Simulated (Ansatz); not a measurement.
Base system: KCl in the rock salt structure (space group Fm-3m, No. 225; a = 6.243 Å). Axes: x, y, z lie along the cube axes.

The values are results of PBEsol (Ansatz, a program for electronic structure), without spin-orbit coupling, not measurements.

For the base:

```
Quantity     Value
--------  --------
Pressure  0.01 GPa
Band gap   5.10 eV
```

One thing is altered: biaxial strain −0.42 %, plane normal [111], relaxed out of plane (Cartesian); in-plane vectors clamped, the third vector and the atoms free.

How does this affect the pressure, band gap and out-of-plane strain?

The pressure (mean of the normal stresses, compression positive) grows by 0.07 GPa (0.01 GPa → 0.08 GPa); the band gap is nearly the same (5.10 eV against 5.11 eV); the out-of-plane strain is +0.47 %.

Stability against distortions was not tested.
